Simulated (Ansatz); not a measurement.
A15 V3Si (cubic form, which distorts at low temperature) was calculated with LDA (Ansatz, a quantum-chemistry and plane-wave program, PAW).

Settings: plane-wave cutoff 520 eV, 12×12×12 k mesh, Fermi–Dirac smearing 0.05 eV, no spin polarisation, scalar-relativistic PAW data made under PBE.

The volume scan:

| V (Å³/atom) | E − E_lowest (meV/atom) | P (GPa) |
|---|---|---|
| 11.488 | 33.01 | 15.27 |
| 11.733 | 14.08 | 9.63 |
| 11.977 | 3.34 | 4.53 |
| 12.222 | 0.00 | -0.08 |
| 12.466 | 3.35 | -4.25 |
| 12.710 | 12.76 | -8.02 |
| 12.955 | 27.65 | -11.44 |

Estimate the bulk modulus and its pressure derivative from these points.

V0 = 12.217 Å³/atom, B0 = 219 GPa, B′ = 4.0 (fit to the energies at full precision).

Measured, for comparison: bulk modulus 171 GPa (300 K, no zero-point or thermal correction, our sources range from 171 to 176; as tabulated in Lu and Klein (1997), arXiv:cond-mat/9704251); equilibrium volume per atom 13.18 Å³/atom (temperature not stated, no zero-point or thermal correction; as tabulated in Zeng et al. (2023), arXiv:2309.11055). Computed (rounded) less measured: bulk modulus +28 % (+24 % to +28 % over the range), equilibrium volume per atom -7.3 %.

Note: symmetry holds this phase in the static calculation, where it need not be a minimum.

The computed numbers hold no vibrational or temperature effects.
